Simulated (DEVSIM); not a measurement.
Device: TaN/SiO2/n-Ge capacitor, at 250 K.

```csv
layer (left to right),material,thickness (nm),Nd (cm⁻³)
1,SiO2,26.0,-
2,Ge,4900,1.5e16
```

Metal gate on the left, work function 4.4 eV. Fixed charge at the semiconductor interface 1.4e11 cm⁻² (in units of +e); interface traps 1e11 cm⁻² eV⁻¹, uniform in energy, neutral level at 0.7 of the gap above the valence band.

This is a model device: material constants are rounded textbook-type values typed into the input, and sizes, dopings and lifetimes were drawn at random. Values at 300 K; Nc and Nv go as T^1.5, mobilities as T to minus their exponent, the gap by Varshni's rule with the affinity fixed.

| parameter | SiO2 | Ge |
|---|---|---|
| gap (eV) | 9 | 0.664 |
| affinity (eV) | 0.9 | 4 |
| permittivity | 3.9 | 16 |
| Nc (cm⁻³) | - | 1.04e19 |
| Nv (cm⁻³) | - | 6e18 |
| Varshni α (eV/K) | - | 0.000477 |
| Varshni β (K) | - | 235 |

DEVSIM, 1D Poisson equation in equilibrium, Boltzmann statistics, complete ionisation; no quantum confinement or tunnelling. Metal contacts follow the ideal Schottky-Mott rule: no Fermi-level pinning, no interface dipoles.

### Question
Tabulate band edges, carrier densities and field at -0.4 V on the gate.

### Answer
Energies count from the Fermi level of the right contact; mesh points crowd at the junctions.

```
x (μm)    Ec (eV)  Ev (eV)  n (cm⁻³)  p (cm⁻³)  field (V/cm)
--------  -------  -------  --------  --------  ------------
0.000       3.900   -5.100     < 1e2     < 1e2       -180000
0.001659    3.871   -5.129     < 1e2     < 1e2       -180000
0.005267    3.808   -5.192     < 1e2     < 1e2       -180000
0.01343     3.665   -5.335     < 1e2     < 1e2       -180000
0.02257     3.505   -5.495     < 1e2     < 1e2       -180000
0.02516     3.459   -5.541     < 1e2     < 1e2       -180000
0.02647     0.344   -0.339    9.4e11    6.6e11        -25000
0.03017     0.334   -0.348    1.4e12    4.3e11        -25000
0.03815     0.315   -0.367    3.5e12    1.8e11        -23000
0.05697     0.275   -0.408    2.3e13    2.7e10        -20000
0.1050      0.198   -0.485    8.1e14     7.6e8        -12000
0.2874      0.136   -0.547    1.5e16     4.3e7          -170
0.6804      0.135   -0.548    1.5e16     4.1e7           ≈ 0
1.607       0.135   -0.548    1.5e16     4.1e7           ≈ 0
3.803       0.135   -0.548    1.5e16     4.1e7           ≈ 0
4.461       0.135   -0.548    1.5e16     4.1e7           ≈ 0
4.740       0.135   -0.548    1.5e16     4.1e7           ≈ 0
4.850       0.135   -0.548    1.5e16     4.1e7           ≈ 0
4.904       0.135   -0.548    1.5e16     4.1e7           ≈ 0
4.918       0.135   -0.548    1.5e16     4.1e7           ≈ 0
4.923       0.135   -0.548    1.5e16     4.1e7           ≈ 0
4.926       0.135   -0.548    1.5e16     4.1e7           ≈ 0
```
